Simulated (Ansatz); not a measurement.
# Response to strain in Ag

The parent structure is Ag in the fcc (Cu type) structure (space group Fm-3m, No. 225; a = 4.104 Å; relaxed with 0.1 eV smearing). Axes: x, y, z lie along the cube axes.

Strains are applied to the cell and any free atomic positions relax; under biaxial strain the out-of-plane vector relaxes too.

The values are results of r2SCAN (Ansatz, an electronic-structure program), without spin-orbit coupling, not measurements.

```tsv
biaxial strain, plane normal [111], relaxed out of plane (%)	out-of-plane strain (%)
-2.5	2.23
-2.08	1.85
-1.67	1.48
-1.25	1.11
-0.83	0.74
-0.42	?
0	0.00
```

**Question.** Fit ε⊥ = −νε + γε² (strains in %) to the rows shown and predict the withheld row.

**Answer.** Least squares on the printed values gives ν = 0.88 (the biaxial Poisson response) and γ = 0.003 (largest residual 0.00 %); this predicts 0.37 %, and the run gives 0.37 %, in agreement.

No phonon test of stability was made.
